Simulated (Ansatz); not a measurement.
Functionals compared on a constructed model of the (0001) surface of hcp Mg, a pseudomorphic layer of Fe in the host's stacking (bottom of the slab: a bare face, its two planes held), in Ansatz (plane waves, PAW). The structure was relaxed with PBE; the other rows are single points on it. Cutoff 420 eV.

Model: 7-atom slab, 15.1 Å thick at the start, 13x13x1 mesh, Fermi-Dirac 0.1 eV, dipole correction, 2 atoms held, the rest relaxed; start symmetry kept, larger cells not searched; spin-polarised, ending with about 3.0 μB a cell; orders that need a larger cell were not tried, no spin-orbit, no U. It is one candidate, not shown to be the stable structure of the face. These notes are the PBE run's.

```tsv
functional	work function of the top face (eV)	magnetic moment of the cell (μB)	rough cost of the single point
PBE	4.15	2.96	–
RPBE	3.99	2.99	very roughly 26 core-seconds
```

Ansatz is a quantum-chemistry and plane-wave program.
